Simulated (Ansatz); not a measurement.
The reference is MgTe in the wurtzite structure (space group P6_3mc, No. 186; a = 4.561 Å, c = 7.413 Å). Axes: x lies along a and z along c of the hexagonal cell.

Level of theory: Kohn–Sham DFT with the PBEsol functional, run in Ansatz (a program for electronic structure) with PAW and 420 eV plane waves, scalar-relativistic without spin-orbit coupling.

Base values:

```
Item        Value
--------  -------
Band gap  2.39 eV
```

The change: a pure shear with ε_xy = ε_yx = 0.0173; the atoms relax in the strained cell.

Question: Estimate the effect on the band gap.

Answer: The band gap shrinks by 0.06 eV to 2.33 eV.

Question: What does the calculation give for the stress after the change?

Answer: The stress (xx, yy, zz, yz, xz, xy; compression positive) is (-0.04, 0.01, -0.03, 0.00, 0.00, -0.37) GPa.

With Te present, leaving out spin-orbit coupling can change the band edges. Whether these cells are dynamically stable was not tested.
